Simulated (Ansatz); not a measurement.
Take AgCl in the rock salt structure (space group Fm-3m, No. 225; a = 5.4475 Å) as the base. Axes: x, y, z lie along the cube axes.

Computed with PBEsol, PAW, 420 eV (Ansatz, a program for electronic structure; no spin-orbit coupling).

Before the change:

* **Smallest direct gap**: 3.03 eV
* **Volume per atom**: 20.21 Å³
* **Band gap**: 0.72 eV

One thing is altered: uniaxial stress, 0.5 GPa compression along x; all other stress components relax to zero.

Problem. What happens to the smallest direct gap, volume per atom and band gap?

Solution. The smallest direct gap stays 3.03 eV; the volume per atom drops by 0.05 Å³, from 20.21 Å³ to 20.16 Å³; the band gap drops by 0.05 eV to 0.67 eV.

Load acts through the strain it causes; cell and atoms are relaxed under it. Beyond what the load breaks, stability against distortions was not tested.
